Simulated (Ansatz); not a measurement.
The starting structures come from a database of crystals and need not be the phases stable at ambient conditions.

 Where the default PAW files enter, the runs use the earlier of Ansatz's two default sets.

# Evanescent states of Cs₂NaInF₆ (Fm-3m, not sure to be the ambient phase, 10 atoms a cell, 17.5 Å³ an atom) along the normal of (001)

Level of theory: PBEsol (plane waves, PAW; Ansatz, a program for electronic structure).

No gap correction and no spin-orbit coupling; mid-gap values are interpolated between computed energies.

Energies count from the valence-band top; κ is the least over a 6×6 mesh across the current.

```csv
E (eV),κ (1/Å),where
0.12,0.220,Γ
0.38,0.302,Γ
0.62,0.351,Γ
0.88,0.385,Γ
1.12,0.410,Γ
1.38,0.427,Γ
1.62,0.439,Γ
1.88,0.447,Γ
2.12,0.451,Γ
2.38,0.451,Γ
2.62,0.449,Γ
2.88,0.444,Γ
3.12,0.436,Γ
3.38,0.426,Γ
3.62,0.412,Γ
3.88,0.395,Γ
4.12,0.374,Γ
4.38,0.349,Γ
4.62,0.317,Γ
4.88,0.276,Γ
5.12,0.221,Γ
5.38,0.132,Γ
```

Q: How thick must the barrier be to attenuate the transmission by 10^4 when the electrodes' Fermi level lies at 4.38 eV, and what attenuation does that film give at 2.88 eV?

A: d = 4 ln 10 / (2 × 0.349) = 13.2 Å. At 2.88 eV it gives 4 × 0.444/0.349 = 5.1 decades.
